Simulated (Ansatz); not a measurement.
System: TaN (model structure, started from the NbAs type, I4₁md, No. 109, 4 atoms in the cell). Method: PBEsol (Ansatz, a program for electronic structure, PAW).

Run with plane-wave cutoff 520 eV, 18×18×18 k mesh, Fermi–Dirac smearing 0.01 eV, scalar-relativistic PAW data made under PBE.

Cell (relaxed at this level):

```
CELL_PARAMETERS angstrom
     -1.44411     1.44411     5.09793
      1.44411    -1.44411     5.09793
      1.44411     1.44411    -5.09793
ATOMIC_POSITIONS crystal
  Ta 0.49884 0.49884 0.00000
  Ta 0.24884 0.74884 0.50000
  N  0.91716 0.91716 0.00000
  N  0.66716 0.16716 0.50000
```

Question: Predict the band gap, smallest direct gap on the k points sampled and Γ–Γ gap.

Answer: 
- band gap = 0.55 eV
- smallest direct gap on the k points sampled = 0.85 eV
- Γ–Γ gap = 4.98 eV

Note: the relaxation could raise the start's symmetry but not lower it, so the cell can be a saddle point.

Spin–orbit coupling is not included.

Static lattice: no zero-point or thermal effects.

It cost very roughly 40 core-seconds of CPU time.

A model structure was made by putting elements into a prototype or built by hand; it is no filed structure, need not be a known phase, and can be a saddle point held by its symmetry.
